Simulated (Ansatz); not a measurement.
# C (model structure, P4₂/mmc, No. 131, 6 atoms in the cell)

The numbers are results of r²SCAN+rVV10 in Ansatz (plane waves, PAW), not measurements.

Run with plane-wave cutoff 560 eV, 22×22×10 k mesh (along the axes of the cell as run), Fermi–Dirac smearing 0.05 eV, scalar-relativistic PAW data made under PBE.

Cell (relaxed at this level):

C has the tetragonal space group P4₂/mmc (No. 131), Pearson symbol tP6. Conventional cell: a = b = 2.589 Å, c = 5.964 Å, α = β = γ = 90.00°. C1 on 2e has 4 C at 1.536 Å (tetrahedral). C2 on 4i is surrounded by 1 C at 1.330 Å and 2 C at 1.536 Å (trigonal planar). (Neighbours: up to the widest gap in distance over summed covalent radii, below 1.35, at either atom.)

```yaml
band_gap: none
```

Note: the relaxation could raise the start's symmetry but not lower it, so the cell can be a saddle point.

A model structure was made by putting elements into a prototype or built by hand; it is no filed structure, need not be a known phase, and can be a saddle point held by its symmetry.

Ansatz is a program for electronic structure.
